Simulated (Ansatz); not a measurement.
We consider L1₂ (Cu3Au-type) Ni3Al, described by RPBE in Ansatz (plane waves, PAW).

Settings: plane-wave cutoff 520 eV, 16×16×16 k mesh, Fermi–Dirac smearing 0.05 eV, spin-polarised with parallel moments, scalar-relativistic PAW data made under PBE.

Computed at the level's own relaxed cell.

Problem. What does this level give for the equilibrium volume per atom, bulk modulus, lattice constant a and pressure derivative B′ of the bulk modulus?

Solution. 
- equilibrium volume per atom: 11.65 Å³/atom
- bulk modulus: 168 GPa
- lattice constant a: 3.598 Å
- pressure derivative B′ of the bulk modulus: 4.6

The run finds no gap.

Measured, for comparison: equilibrium volume per atom 11.39 Å³/atom, lattice constant a 3.572 Å (temperature not stated, not corrected to a static lattice; as tabulated in Tensorial elastic properties and stability of interface states associated with …); bulk modulus 174 GPa (temperature not stated, not corrected to a static lattice; as tabulated in Zarkevich et al. (2023), arXiv:2304.06869). Computed (rounded) less measured: equilibrium volume per atom +2.3 %, bulk modulus -3 %, lattice constant a +0.7 %.

Computed values are for the static lattice.

Cost on a shared machine: around 8 core-minutes (rough).

Ansatz is a first-principles code.
